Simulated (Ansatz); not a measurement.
An Ansatz (a program for electronic structure) run: a single point on CsBH4 with a change (pressure 7.5 GPa), its geometry relaxed with PBEsol; plane-wave PAW DFT at the HSE06 level (Ansatz, 420 eV), scalar-relativistic without spin-orbit coupling.

Input:

Ansatz 0.2 input:
```yaml
crystal:
  lattice:
    - [0, 3.2808155004, 3.2808155004]
    - [3.2808155004, 0, 3.2808155004]
    - [3.2808155004, 3.2808155004, 0]
  atoms:
    - { symbol: Cs, position: [0, 0, 0] }
    - { symbol: B, position: [0.5, 0.5, 0.5] }
    - { symbol: H, position: [0.392411698, 0.392411698, 0.822764906] }
    - { symbol: H, position: [0.392411698, 0.822764906, 0.392411698] }
    - { symbol: H, position: [0.822764906, 0.392411698, 0.392411698] }
    - { symbol: H, position: [0.392411698, 0.392411698, 0.392411698] }
basis: { ecutwfc: 420, ecutrho_ratio: 4, xc_grid: 2, fft_grid_basis: typed }
kpoints: { mp_grid: { grid: [6, 6, 6] } }
hamiltonian:
  xc: hse06
  dispersion: none
  pseudopotentials: { kind: paw }
scf: { occupations: { method: fermi_dirac, width: 0.01 } }
output: { eigenvalues: true, eigenstates: { kpoints: [[-0.5, -0.25, 0.25], [-0.458333, -0.458333, 0], [0, 0, 0], [-0.5, -0.5, 0], [-0.375, -0.375, 0.25], [-0.375, 0, 0.375]] } }
```

Output (explanatory and most iteration lines left out):

```
Pseudopotential: Cs, paw, valence charge 9
Pseudopotential: B, paw, valence charge 3
Pseudopotential: H, paw, valence charge 1
Crystal: 6 atoms, lattice volume = 70.628 Å³
Basis set: ecut = 420 eV, 1411 PW (Γ), exchange–correlation on 64×64×64 points (8 copies of the dense FFT grid, shifted against one another)
Bands: 14, of which v1, the nominal top of the filled ones, is band 8 counted from 1 (7 counted from 0)
Symmetry: 24 space group operations
Space group: F-43m (ITA 216), of the structure as read, at distance tolerance 4.1e-5 Å
k-points: 16 of 216 (time reversal used)
Functional: x = pbe(κ = 0.804, μ = 0.2195149727645171), c = pbe(β = 0.06672455060314922), warm-up for x = pbe(κ = 0.804, μ = 0.2195149727645171) + 0.25 (exact …
SCF iter   1: F=—  HF=-5891.944426 eV  |F-HF|=—  |Δ(HF+E_count)|=         —  Δρ=1.50e-3  dr2=3.51e-3  ethr=1.77e-3  ⟨swp⟩=12.2  Hψ=1418  notcnv=0
SCF iter   2: F=-5891.946139 eV  HF=-5891.945652 eV  |F-HF|=4.87e-4  |Δ(HF+E_count)|=   1.23e-3  Δρ=6.02e-4  dr2=5.07e-4  ethr=2.19e-5  ⟨swp⟩=5.0  Hψ=775  notcnv=0  defer=1
SCF 1 stopped early in 2 iterations: F = -5891.946139 eV  dr2 = 5.07e-4
Crystal: 6 atoms, lattice volume = 70.628 Å³
Functional: x = pbe(κ = 0.804, μ = 0.2195149727645171) + 0.25 (exact − pbe) at short range (hse, ω = 0.20786987370883472 Å⁻¹), c = pbe(β = 0.06672455060314922); HSE06 as pw.x's `hse` composes it (authors' and Libxc's form: `xc: wpbeh`)
SCF iter   1: F=—  HF=-5897.267667 eV  |F-HF|=—  |Δ(HF+E_count)|=         —  Δρ=2.54e-3  dr2=3.71e-3  ethr=3.17e-5  ⟨swp⟩=6.8  Hψ=1000  notcnv=0
SCF iter   2: F=—  HF=-5897.267322 eV  |F-HF|=—  |Δ(HF+E_count)|=   3.44e-4  Δρ=1.09e-3  dr2=6.56e-4  ethr=2.11e-5  ⟨swp⟩=3.0  Hψ=522  notcnv=0
SCF 2 stopped early in 5 iterations: F = -5897.269404 eV  dr2 = 8.47e-7
Crystal: 6 atoms, lattice volume = 70.628 Å³
SCF iter   1: F=—  HF=-5897.269510 eV  |F-HF|=—  |Δ(HF+E_count)|=         —  Δρ=2.28e-5  dr2=3.33e-7  ethr=1.96e-7  ⟨swp⟩=5.1  Hψ=629  notcnv=0
SCF iter   2: F=-5897.269510 eV  HF=-5897.269510 eV  |F-HF|=7.95e-9  |Δ(HF+E_count)|=   5.68e-8  Δρ=8.33e-6  dr2=2.66e-8  ethr=1.22e-10  ⟨swp⟩=3.0  Hψ=901  notcnv=0
SCF 3 converged in 2 iterations: F = -5897.269510 eV  dr2 = 2.66e-8
Free energy (F): -5897.269510 eV
Internal energy: -5897.269510 eV  (E = F + TS)
E sigma→0 (E₀):  -5897.269510 eV
Fermi energy:    4.046429 eV
```

Single points use the geometry relaxed with PBEsol. HSE06 was sampled on its mesh, a few special points and the semilocal edge points, so its gap is an upper bound. Load acts through the strain it causes; cell and atoms are relaxed under it. No phonon test of stability was made. Competing high-pressure phases were not computed. The cell was made from CsBH4 (space group F-43m, No. 216; a cell from a computed database, its experimental status unchecked) by this change: pressure 7.5 GPa.
